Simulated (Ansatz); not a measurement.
The parent structure is LiCl in the rock salt structure (space group Fm-3m, No. 225).

```
CELL_PARAMETERS angstrom
      0.00000     2.55614     2.55614
      2.55614     0.00000     2.55614
      2.55614     2.55614     0.00000
ATOMIC_POSITIONS crystal
  Cl 0.00000 0.00000 0.00000
  Li 0.50000 0.50000 0.50000
```

Cartesian axes are those of the cell as printed.

Calculations: Ansatz (a quantum-chemistry and plane-wave program) r2SCAN, no spin-orbit coupling.

Free-standing slabs (2 atom(s) a layer) normal to the z axis with 15 Å of vacuum; in-plane cell held at bulk.

One change was made to it. Results:

```json
[
 {"quantity": "smallest direct gap", "base": "7.29 eV", "after": "6.74 eV"},
 {"quantity": "excess energy per area of both faces (slab less bulk energy over the cell's area: twice a surface energy)", "base": "–", "after": "0.35 J/m²"},
 {"quantity": "band gap", "base": "7.29 eV", "after": "6.64 eV"},
 {"quantity": "gap character", "base": "–", "after": "indirect, Γ–X (73 % along) → Γ"}
]
```

### Question
What was done to the base?
(A) 2 layers
(B) 3 layers
(C) 5 layers
(D) 4 layers
(E) 6 layers

### Answer
A, 2 layers. For comparison, the excess energy per area of both faces in the other runs: 3 layers gives 0.40 J/m²; 4 layers gives 0.38 J/m²; 6 layers gives 0.39 J/m²; 5 layers gives 0.39 J/m².

The excess energy carries the mismatch between the slab's and the bulk's meshes. No phonon test of stability was made. k-point labels follow each cell's own Brillouin zone.
